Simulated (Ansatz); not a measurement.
Partial pair distribution functions of a relaxed model of amorphous Si₂₄O₄₉Mg, broadened by 0.06 Å; density 2.22 g/cm³. Calculation: PBE, scalar-relativistic without spin-orbit coupling (plane waves to 420 eV, PAW; Ansatz, an electronic-structure program).

The cell was made by melting and quenching with the CHGNet potential and then relaxed with DFT. O atoms were pushed apart under 1.9 Å during the dynamics, to hinder bonds among them. The hot cell started wider than the set density and was brought back towards it in steps. It is the lowest in DFT energy of 2 quenches. It is a model cell: composition and starting density were chosen by hand, and all elements were melted together. No dispersion term was used. Its density started from a set value of 2.22 and ended at 2.22 g/cm³. The quench (nominally 400 K/ps over its main leg) was far faster than any real one, so the model tends to hold more defects than a real film. One small periodic cell is one sample of the glass; other quenches scatter about these values. The volume was held where the preparation left it and the shape relaxed, at a PBE pressure of 2.4 GPa. Stress components on the final sampling reach 2.4 GPa.

| r (Å) | g Si-O | g O-Mg | g Si-Si | g O-O |
|---|---|---|---|---|
| 1.35 | 0.00 | 0.00 | 0.00 | 0.00 |
| 1.45 | 0.44 | 0.00 | 0.00 | 0.00 |
| 1.55 | 8.76 | 0.00 | 0.00 | 0.00 |
| 1.65 | 15.19 | 0.00 | 0.00 | 0.00 |
| 1.75 | 2.66 | 0.39 | 0.00 | 0.00 |
| 1.85 | 0.19 | 6.69 | 0.00 | 0.00 |
| 1.95 | 0.00 | 7.30 | 0.00 | 0.00 |
| 2.05 | 0.00 | 0.51 | 0.00 | 0.00 |
| 2.15 | 0.00 | 0.00 | 0.00 | 0.00 |
| 2.25 | 0.00 | 0.00 | 0.17 | 0.03 |
| 2.35 | 0.00 | 0.00 | 0.41 | 0.16 |
| 2.45 | 0.00 | 0.00 | 0.38 | 0.23 |
| 2.55 | 0.00 | 0.00 | 0.11 | 2.81 |
| 2.65 | 0.00 | 0.00 | 0.01 | 7.34 |
| 2.75 | 0.00 | 0.00 | 0.35 | 3.67 |
| 2.85 | 0.00 | 0.00 | 2.27 | 0.83 |
| 2.95 | 0.04 | 0.00 | 4.00 | 0.39 |
| 3.05 | 0.29 | 0.00 | 4.23 | 0.56 |
| 3.15 | 0.54 | 0.00 | 2.78 | 0.60 |
| 3.25 | 0.68 | 0.01 | 0.86 | 0.57 |
| 3.35 | 0.91 | 0.34 | 0.22 | 0.42 |
| 3.45 | 1.16 | 1.82 | 0.05 | 0.55 |
| 3.55 | 1.36 | 2.37 | 0.00 | 0.54 |
| 3.65 | 1.51 | 1.93 | 0.01 | 0.62 |
| 3.75 | 1.53 | 0.65 | 0.13 | 0.57 |
| 3.85 | 1.26 | 0.45 | 0.22 | 0.71 |
| 3.95 | 1.37 | 0.84 | 0.53 | 0.74 |
| 4.05 | 1.92 | 1.30 | 0.43 | 0.68 |
| 4.15 | 2.28 | 1.74 | 0.32 | 0.63 |
| 4.25 | 1.73 | 1.69 | 0.52 | 0.66 |
| 4.35 | 0.73 | 1.39 | 1.11 | 0.85 |
| 4.45 | 0.57 | 2.05 | 1.19 | 1.03 |
| 4.55 | 0.63 | 1.90 | 1.21 | 1.21 |
| 4.65 | 0.66 | 1.08 | 1.26 | 1.26 |
| 4.75 | 0.68 | 0.72 | 1.08 | 1.25 |
| 4.85 | 0.63 | 1.55 | 1.42 | 1.37 |
| 4.95 | 0.63 | 1.25 | 1.67 | 1.51 |
| 5.05 | 0.75 | 0.48 | 1.88 | 1.46 |

Within 1.94 Å each Si has 4.00 O neighbours on average.
